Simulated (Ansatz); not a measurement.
## Response to strain in Ti3Al

Take Ti₃Al (space group P6_3/mmc, No. 194) as the base.

```yaml
crystal:
  lattice:
    - [5.74737, 0.00000, 0.00000]
    - [-2.87369, 4.97737, 0.00000]
    - [0.00000, 0.00000, 4.63190]
  atoms:
    - { symbol: Ti, position: [0.82982, 0.65964, 0.25000] }
    - { symbol: Ti, position: [0.17018, 0.82982, 0.75000] }
    - { symbol: Ti, position: [0.34036, 0.17018, 0.25000] }
    - { symbol: Ti, position: [0.17018, 0.34036, 0.75000] }
    - { symbol: Ti, position: [0.82982, 0.17018, 0.25000] }
    - { symbol: Ti, position: [0.65964, 0.82982, 0.75000] }
    - { symbol: Al, position: [0.33333, 0.66667, 0.25000] }
    - { symbol: Al, position: [0.66667, 0.33333, 0.75000] }
```

Cartesian axes are those of the cell as printed.

Strains are applied to the cell and any free atomic positions relax; under biaxial strain the out-of-plane vector relaxes too; under stress the whole cell relaxes.

All numbers come from r2SCAN in Ansatz (plane waves to 500 eV, PAW, no SOC), earlier PAW set.

Candidates:
(a) biaxial strain −1.30 %, plane normal [001], relaxed out of plane
(b) isotropic strain −0.82 %
(c) uniaxial stress, 1 GPa tension along x

Notes on the quantities. energy relative to the base: free energy F.

Question: Order them by energy relative to the base, lowest first.

Answer: (c) uniaxial stress, 1 GPa tension along x (+0.3 meV/atom), (b) isotropic strain −0.82 % (+3.9 meV/atom), (a) biaxial strain −1.30 %, plane normal [001], relaxed out of plane (+4.6 meV/atom)

Stability under load was not tested beyond the relaxation. The final runs are not spin-polarised.

Ansatz is a quantum-chemistry and plane-wave program.
